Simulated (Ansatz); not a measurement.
CsCl-type TiCo was calculated with LDA (Ansatz, a program for electronic structure, PAW).

Run with plane-wave cutoff 520 eV, 16×16×16 k mesh, Fermi–Dirac smearing 0.1 eV, perturbation theory, force constants from a 4×4×4 q mesh, no spin polarisation, scalar-relativistic PAW data made under PBE.

Computed at the level's own relaxed cell.

Space group Pm-3m (No. 221); a = b = c = 2.902 Å, α = β = γ = 90.00°

```json
[
 {"atom": "Ti", "site": "1a", "symmetry": "m-3m", "x": "0.0000", "y": "0.0000", "z": "0.0000"},
 {"atom": "Co", "site": "1b", "symmetry": "m-3m", "x": "0.5000", "y": "0.5000", "z": "0.5000"}
]
```

Harmonic phonon frequencies (cm⁻¹; i marks an imaginary mode):

```csv
q point,frequencies
Γ,0 0 0 228 228 228
R,138 138 138 288 288 288
```

No imaginary mode appears at these points.
